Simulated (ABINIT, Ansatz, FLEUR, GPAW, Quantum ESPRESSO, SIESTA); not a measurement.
# One structure in several programs: CaO (Fm-3m, 2 atoms in the cell)

Self-consistent single point.

```
CELL_PARAMETERS angstrom
      0.00000     2.40500     2.40500
      2.40500     0.00000     2.40500
      2.40500     2.40500     0.00000
ATOMIC_POSITIONS crystal
  Ca 0.00000 0.00000 0.00000
  O  0.50000 0.50000 0.50000
```

Shared settings, as Ansatz (a quantum-chemistry and plane-wave program) writes them: kpoints.mp_grid.grid = 2 2 2; scf.occupations.method = fermi_dirac; scf.occupations.width = 0.05 eV. Potentials and cutoffs stand in the table.

```csv
code,model,pressure (GPa),gap on the mesh (eV),cutoff
Quantum ESPRESSO,"PBE, GBRV 1.5 ultrasoft (PBE) pseudopotentials",3.00,3.395,40 Ry
ABINIT,"PBE, norm-conserving pseudopotentials (PseudoDojo nc-sr-05 PBE standard)",2.59,3.397,42 Ha
FLEUR,"PBE, all-electron FLAPW (FLEUR), scalar-relativistic valence",–,3.410,Kmax 4 1/bohr
GPAW,"PBE, GPAW PAW datasets PBE (gpaw-data 1.0.1)",–,3.426,950 eV
SIESTA,"GGA PBE, numerical atomic orbitals DZP, PseudoDojo PBE standard norm-conserving potentials (rewritten from UPF to PSML)",10.88,3.797,grid 300 Ry
Ansatz,"PBE, default PAW files",2.45,3.388,default
```

A dash marks a value that a program does not give, or that is left out as unsure.

Gaps are read on the mesh.

The spread over the programs that give each value: pressure within 8.43 GPa; gap on the mesh within 0.409 eV.

SIESTA uses small atom-centred bases, whose incompleteness enters pressures, forces and empty levels differently from a plane-wave cutoff. FLEUR treats all electrons, but the usual bases taken here (sphere radii, linearisation, local orbitals, empty states) were not tested for convergence, so the values are no reference for the others. Ansatz's pressure is given at a fixed set of plane waves, as the other plane-wave codes print theirs; with its correction for the finite basis it is 2.92 GPa (the shift of 0.47 GPa shows how far the cutoff is from converged). The pressure of GPAW is left out: its cutoff lies under the one at which its stress was checked. In the pressure, SIESTA (by 8.30) lies more than 1 GPa from the median of the plane-wave programs. In the gap, SIESTA (by 0.401) lies more than 0.12 eV from the median of the plane-wave programs.

On the base mesh (12 12 12) the same programs gave: Ansatz pressure 0.99 GPa, gap on the mesh 3.656 eV; Quantum ESPRESSO pressure 1.47 GPa, gap on the mesh 3.662 eV; ABINIT pressure 1.07 GPa, gap on the mesh 3.662 eV; GPAW gap on the mesh 3.691 eV; FLEUR gap on the mesh 3.680 eV; SIESTA pressure 9.58 GPa, gap on the mesh 3.931 eV.

The values differ from the base mesh's, so the mesh still matters here: the table compares the programs at equal settings.

The starting cell has typed, rounded lattice constants, without a prior relaxation at this level.

Left out of this page: CP2K (on another mesh); Elk (not drawn, or without a comparable value).

Keys are those of Ansatz 0.2.
